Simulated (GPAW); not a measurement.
GPAW run on SnO (Pmn2_1, 4 atoms in the cell): self-consistent single point

Method: PBEsol, GPAW PAW datasets PBEsol (made by gpaw-setup) (plane waves; GPAW).

The input file:

```python
from ase import Atoms
from ase.units import GPa
from gpaw import GPAW, PW, FermiDirac

atoms = Atoms(['Sn', 'Sn', 'O', 'O'],
              cell=[[3.425790, 0.000000, 0.000000],
                    [0.000000, 5.793824, 0.000000],
                    [0.000000, 0.000000, 4.311054]],
              positions=[[0.000000, 1.343646, 2.212174],
                         [1.712895, 4.450178, 0.056647],
                         [0.000000, 5.163746, 3.176643],
                         [1.712895, 0.630078, 1.021116]],
              pbc=True)

calc = GPAW(mode=PW(950),
            xc='PBEsol',
            kpts={'size': (8, 5, 6), 'gamma': True},
            occupations=FermiDirac(0.05),
            nbands=-8,
            convergence={'bands': -6},
            symmetry={'symmorphic': False, 'tolerance': 0.0005},
            maxiter=100,
            txt='-')

atoms.calc = calc

energy = atoms.get_potential_energy()
print('Energy (eV):', round(energy, 6))
forces = atoms.get_forces()
print('Forces (eV/Ang):')
print(forces.round(5))
stress = atoms.get_stress()
print('Stress (GPa, Voigt):', (stress / GPa).round(4))
```

Output (repeated stretches shortened):

```
Input parameters:
  convergence: {bands: -6}
  kpts: {gamma: True,
         size: (8, 5, 6)}
  maxiter: 100
  mode: {ecut: 950.0,
         name: pw}
  nbands: -8
  occupations: {fixmagmom: False,
                name: fermi-dirac,
                width: 0.05}
  symmetry: {symmorphic: False,
             tolerance: 0.0005}
  xc: PBEsol

species:
  Sn:
    name: Tin
    Z: 50.0
    valence: 14
    core: 36
    charge: 0.0
    file: Sn.PBEsol.gz

    # Using partial waves for Sn as LCAO basis

  O:
    name: Oxygen
    Z: 8.0
    valence: 6
    core: 2
    charge: 0.0
    file: O.PBEsol.gz

    # Using partial waves for O as LCAO basis

Reference energy: -339939.740564  # eV

Spin-paired calculation

Convergence criteria:
 Maximum [total energy] change in last 3 cyles: 0.0005 eV / valence electron
 Maximum integral of absolute [dens]ity change: 0.0001 electrons / valence electron
 Maximum integral of absolute [eigenst]ate change: 4e-08 eV^2 / valence electron
 Maximum number of scf [iter]ations: 100

Symmetries present (total): 4
Symmetries with fractional translations: 2
240 k-points: 8 x 5 x 6 Monkhorst-Pack grid + [1/16,0.000000,1/12]
60 k-points in the irreducible part of the Brillouin zone
       k-points in crystal coordinates                weights
   0:     0.00000000    0.00000000    0.00000000          1/240
   1:     0.00000000    0.00000000    0.16666667          2/240
   2:     0.00000000    0.00000000    0.33333333          2/240
   [... 7 lines left out ...]
          ...
  59:     0.50000000    0.40000000    0.50000000          2/240

Wave functions: Plane wave expansion
  Cutoff energy: 950.000 eV
  Number of coefficients (min, max): 5648, 5738
  Pulay-stress correction: 0.000000 eV/Ang^3 (de/decut=0.000000)

Occupation numbers: Fermi-Dirac:
  width: 0.0500  # eV

Eigensolver

Densities:
  Coarse grid: 28*42*32 grid
  Fine grid: 56*84*64 grid
  Total Charge: 0.000000

Density mixing:
  Method: separate
  Backend: pulay
  Linear mixing parameter: 0.05
  old densities: 5
  Damping of long wavelength oscillations: 50

Hamiltonian:
  XC and Coulomb potentials evaluated on a 56*84*64 grid
  External potential:
    NoExternalPotential

XC parameters: PBEsol with 2 nearest neighbor stencil

Number of atoms: 4
Number of atomic orbitals: 26
Number of bands in calculation: 28
Number of valence electrons: 40
Bands to converge: 22

Density initialized from atomic densities
  26 bands from LCAO basis set
  2 bands from random numbers

Atomic positions and initial magnetic moments

Positions:
   0 Sn     0.000000    1.343646    2.212174    ( 0.0000,  0.0000,  0.0000)
   1 Sn     1.712895    4.450178    0.056647    ( 0.0000,  0.0000,  0.0000)
   2 O      0.000000    5.163746    3.176643    ( 0.0000,  0.0000,  0.0000)
   3 O      1.712895    0.630078    1.021116    ( 0.0000,  0.0000,  0.0000)

Unit cell:
           periodic     x           y           z      points  spacing
  1. axis:    yes    3.425790    0.000000    0.000000    28     0.1223
  2. axis:    yes    0.000000    5.793824    0.000000    42     0.1379
  3. axis:    yes    0.000000    0.000000    4.311054    32     0.1347

  Lengths:   3.425790   5.793824   4.311054
  Angles:   90.000000  90.000000  90.000000

Effective grid spacing dv^(1/3) = 0.1315

     iter     time        total  log10-change:
                         energy   eigst   dens
iter:   1 --:--:--   -27.956422   +0.36
iter:   2 --:--:--   -26.816798   -0.75  -1.03
iter:   3 --:--:--   -24.675390   -0.67  -1.09
iter:   4 --:--:--   -24.594894   -1.74  -1.37
iter:   5 --:--:--   -24.554632   -1.79  -1.49
iter:   6 --:--:--   -24.540774   -2.15  -2.03
iter:   7 --:--:--   -24.524425   -2.81  -2.15
iter:   8 --:--:--   -24.524958c  -3.58  -2.46
iter:   9 --:--:--   -24.525441c  -3.81  -2.84
iter:  10 --:--:--   -24.524831c  -4.09  -2.74
iter:  11 --:--:--   -24.524828c  -5.18  -3.50
iter:  12 --:--:--   -24.524823c  -6.53  -3.52
iter:  13 --:--:--   -24.524818c  -5.41  -3.54
iter:  14 --:--:--   -24.524809c  -6.11  -3.85
iter:  15 --:--:--   -24.524809c  -7.29  -4.30c
iter:  16 --:--:--   -24.524810c  -6.65  -4.31c
iter:  17 --:--:--   -24.524810c  -7.87c -4.18c

Converged after 17 iterations.

Dipole moment: (-0.000000, -0.000000, -1.584176) |e|*Ang

Energy contributions relative to reference atoms: (reference = -339939.740564)

Kinetic:        +19.224943
Potential:      -22.172334
External:        +0.000000
XC:             -21.836233
Entropy (-ST):   -0.000000
Local:           +0.258814
SIC:             +0.000000
--------------------------
Free energy:    -24.524810
Extrapolated:   -24.524810

Showing only first 2 kpts
 Kpt  Band  Eigenvalues  Occupancy
  0    18      1.97168    2.00000
  0    19      3.71342    2.00000
  0    20      6.30430    0.00000
  0    21      6.71734    0.00000

  1    18      2.14718    2.00000
  1    19      3.29313    2.00000
  1    20      6.24410    0.00000
  1    21      6.77620    0.00000

Fermi level: 4.45194

Gap: 1.502 eV
Transition (v -> c):
  (s=0, k=0, n=19, [0.00, 0.00, 0.00]) -> (s=0, k=44, n=20, [0.38, 0.40, 0.00])
Direct/indirect transitions are different
Direct gap: 2.099 eV
Transition at: (s=0, k=44, n=19, [0.38, 0.40, 0.00])
Energy (eV): -24.52481

Forces in eV/Ang:
  0 Sn    0.00000   -1.20339   -0.36514
  1 Sn    0.00000    1.20339   -0.36514
  2 O     0.00000    0.19624    0.37431
  3 O     0.00000   -0.19624    0.37431

Stress tensor:
     0.053413     0.000000     0.000000
     0.000000     0.044786     0.000000
     0.000000     0.000000     0.037434
Stress (GPa, Voigt): [8.5578 7.1755 5.9976 0.     0.     0.    ]
```

The run converged in 17 iterations. GPAW prints stress with tension positive.

At such cutoffs GPAW's stress carries a finite-basis (Pulay) error, which enters relaxed cells too; its log prints stress with tension positive.

The starting cell comes from a database of computed structures (which also holds hypothetical and non-ambient phases and stackings), without a prior relaxation at this level. Its lattice was rescaled by a random factor within 2.5 % of one. Forces in this geometry exceed 1 eV/Å.

Cost on one core of a shared machine: roughly 3 min.
